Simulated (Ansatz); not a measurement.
# Defect calculation: In_W in bcc W

The numbers are results of PBE, PAW (plane waves to 420 eV; Ansatz, a quantum-chemistry and plane-wave program), not measurements. Set-up: 54-site cell; 4×4×4 shifted k-points; start: the W site; no spin–orbit coupling; energies good to tenths of an eV; the relaxation kept the symmetry of the starting site.

Neighbours after relaxation, in Å: of the In atom: W 2.82, W 2.82, W 2.82, W 2.82, W 2.82, W 2.82, W 2.82, W 2.82 (the shell may go on).

Formation energies E_f are those of the neutral cell. Chemical conditions: host crystal and elements as references (Δμ(W) = 0.00 eV, Δμ(In) = 0.00 eV; In taken from its element, since no compound that bounds it was computed at this level; only phases computed here count, gases as isolated molecules at 0 K). Reference phases: In: tetragonal indium, W: bcc W.

```json
[
 {"charge": "0", "moment (μB)": "not spin-polarised", "point group": "Oh", "largest move off a lattice site (Å)": "0.06", "E_f, host crystal and elements as references (eV)": "1.84"}
]
```

Point groups are those of the whole cell at tolerances of 0.03 and 0.1 Å ("near" where only the looser one holds); none is given for unsettled states.

All states together cost about 7 core-minutes (a rough figure).
